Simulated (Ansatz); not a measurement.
Sb on the N site in metastable zinc-blende AlN (start: the N site; 64-site cell, 2×2×2 shifted sampling). The numbers are results of PBE, PAW (plane waves to 420 eV; Ansatz, a program for electronic structure), not measurements. Total energies of the localised charge states, counted from that of charge +1, and their image corrections (point charge with alignment); the host's valence-band maximum lies at 6.722 eV on the cells' energy zero and its gap is 3.31 eV.

```
charge         moment (μB)  E − E(first) (eV)  correction (eV)
------  ------------------  -----------------  ---------------
+1                     1.0              0.000            0.660
0       not spin-polarised              8.633            0.000
```

Problem. Derive the transition levels above the valence-band maximum and say which of them are thermodynamic.

Solution. A level is the Fermi energy at which two charges have equal formation energy: ε(q/q′) = [E(q′) + corr(q′) − E(q) − corr(q)] / (q − q′) − E_VBM.
ε(+1/0) = [(8.633 + 0.000) − (0.000 + 0.660)] / 1 − 6.722 = 1.25 eV
Thermodynamic levels at least 0.1 eV inside the gap: (+1/0) at 1.25 eV. They hold to tenths of an eV in this cell. Only the charges listed were compared. At charge −1 the carrier sat in host band states, shallow at most. Flagged in the runs: a doubtful potential alignment.
